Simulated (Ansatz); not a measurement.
# Effect of Sn on a Cd site, symmetric start on CdO

The parent structure is a 24-atom supercell of CdO in the rock salt structure (space group Fm-3m, No. 225; a = 4.690 Å) at its relaxed geometry.

Now apply this change: one Cd atom is replaced by Sn, atoms relaxed at fixed cell.

The values are results of DFT with PBEsol, PAW potentials and a 420 eV plane-wave cutoff in Ansatz (an electronic-structure program), scalar-relativistic without spin-orbit coupling, not measurements. k-mesh 4×3×4 (Γ-centred); smearing 0.05 eV (Fermi–Dirac).

| quantity | base | changed | shift |
|---|---|---|---|
| pressure | 0.0 GPa | 2.9 GPa | +2.9 GPa |
| energy gained by relaxation | – | 0.28 eV | – |
| largest displacement of a host atom from its site in the perfect cell | – | 0.21 Å | – |
| mean distance from the defect site to its nearest host atoms | 2.35 Å | 2.14 Å | -0.21 Å |

In so small a cell the defect repeats every few ångströms: this is an ordered compound, not a dilute defect. The mesh was chosen for an insulator and is coarse for the gapless case. The defect started on the symmetric site and kept its symmetry, so it may sit on a saddle. The final runs are not spin-polarised. The defect cell is not spin-polarised.
